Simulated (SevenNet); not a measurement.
Results of the machine-learned potential SevenNet-l3i5 (trained on PBE and PBE+U data) for A15 V3Si (cubic form, which distorts at low temperature).

A third-order Birch–Murnaghan fit to the energies gives V0 = 13.044 Å³/atom, B0 = 178 GPa, B′ = 4.5.

```csv
V (Å³/atom),P (GPa)
12.260,___
12.456,9.11
12.651,___
12.847,___
13.043,0.01
13.238,___
13.434,-4.91
13.629,-7.09
13.825,-9.12
```

Task: Estimate the withheld pressures from this fit; the answers are the runs' own values.

Result: 
- 12.260, P (GPa): 12.68
- 12.651, P (GPa): 5.82
- 12.847, P (GPa): 2.80
- 13.238, P (GPa): -2.55

The formula P = (3/2) B0 (x^(7/3) − x^(5/3)) [1 + (3/4)(B′ − 4)(x^(2/3) − 1)] with x = V0/V meets the computed pressures within 0.04 GPa when these rounded values are put in.

Measured, for comparison: bulk modulus 171 GPa (300 K, not corrected to a static lattice, sources range from 171 to 176; as tabulated in Lu and Klein (1997), arXiv:cond-mat/9704251); equilibrium volume per atom 13.18 Å³/atom (temperature not stated, not corrected to a static lattice; as tabulated in Zeng et al. (2023), arXiv:2309.11055). Computed less measured: bulk modulus +4.1 % (+1.1 % to +4.1 % over the range), equilibrium volume per atom -1.1 %. A static lattice is as a rule a little smaller and stiffer than an uncorrected measurement, which can account for part of this in the bulk modulus, equilibrium volume per atom.

A machine-learned potential is trained on density-functional data: it inherits that level's misses and adds fitting errors of its own.
